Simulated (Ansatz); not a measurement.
Si (diamond structure), cut as (110) film, 5 layers, ended by OH. Cell contents Si10O4H4; atoms relaxed. k-points: Γ-centred 5×7×1 mesh; occupations: Fermi-Dirac, 0.020 eV; spin polarisation not allowed. No spin-orbit coupling.

 The in-plane lattice is held at the bulk value.

### Question
Give the electronic structure (gap or metallic character, levels against vacuum) at the level PBE (Ansatz, a program for electronic structure).

### Answer

| Quantity | Result |
|---|---|
| electronic character | not metallic |
| Kohn-Sham band gap | 1.03 eV |
| character of the gap on the mesh and a band path of the cell's zone | direct (the cell's symmetry is low, so an edge off the path may lie nearer) |
| k-point of the valence-band top (reciprocal lattice units) | (0.000, 0.000, 0.000) |
| k-point of the conduction-band bottom (reciprocal lattice units) | (0.000, 0.000, 0.000) |
| depth of the highest filled level under the vacuum level | 5.45 eV |
| depth of the lowest empty level under the vacuum level | 4.42 eV |
| weight of the highest filled level on the outer atoms and the ending | 0.25 |
| weight of the lowest empty level on the outer atoms and the ending | 0.22 |
| electron mass at the zone centre | 1.6 mₑ along the first reciprocal vector, 0.12 mₑ along the second reciprocal vector |
| hole mass of the top band at the zone centre | 0.42 mₑ along the first reciprocal vector, 0.12 mₑ along the second reciprocal vector |
| change of bonding against the cut | none |
| number of neighbours within 2.840 Å (ending not counted) | 3 for 4 atoms, 4 for 6 atoms |
| mean Si-Si distance (least to greatest) | 2.379 Å (2.366 to 2.391) |
